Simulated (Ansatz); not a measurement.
Band structure of a (100) slab of ZrB (cut from a parent of space group no. 225; 8 atoms in the cell).

```xyz
8
Lattice="3.4738 0.0000 0.0000 -3.4738 3.4738 0.0000 0.0000 0.0000 23.3690" Properties=species:S:1:pos:R:3 pbc="T T T"
B      0.0000     0.0000    10.4564
B      1.7369     1.7369     8.0000
B      0.0000     0.0000    15.3690
B      1.7369     1.7369    12.9127
Zr     0.0000     0.0000     8.0000
Zr     1.7369     1.7369    10.4564
Zr     0.0000     0.0000    12.9127
Zr     1.7369     1.7369    15.3690
```

Computed with PBE, PAW files (plane waves; Ansatz, a program for electronic structure).

Settings: basis.ecutwfc = 420 eV; kpoints.mp_grid.grid = 7 7 1; hamiltonian.xc = pbe; hamiltonian.pseudopotentials = {kind: paw} (the program's default PAW files); scf.occupations.method = gaussian; scf.occupations.width = 0.2 eV; kpoints.band_path.path = [[0.5, 0.0, 0.0], [0.0, 0.0, 0.0], [0.0, 0.5, 0.0], [0.5, 0.0, 0.0]]; kpoints.band_path.npoints = 8.

The starting cell comes from a database of computed structures (which also holds hypothetical and non-ambient phases and stackings), without a prior relaxation at this level. The slab is cut from that crystal, and its faces are unrelaxed. Spin polarisation is off, though cut faces can carry moments; the slab shows no gap.

Levels in eV from the Fermi level, bands 27 to 34:
| point | 27 | 28 | 29 | 30 | 31 | 32 | 33 | 34 |
|---|---|---|---|---|---|---|---|---|
| M | -0.21 | -0.21 | 0.62 | 0.62 | 0.71 | 0.71 | 1.49 | 1.49 |
| Γ | 0.48 | 1.32 | 1.34 | 1.34 | 1.46 | 1.46 | 1.68 | 1.68 |
| X | -1.04 | -1.04 | -0.96 | -0.96 | -0.87 | -0.87 | 2.77 | 2.77 |

Bands cross the Fermi level along this path, so the cell is metallic at this level.

Keys are those of Ansatz 0.2.
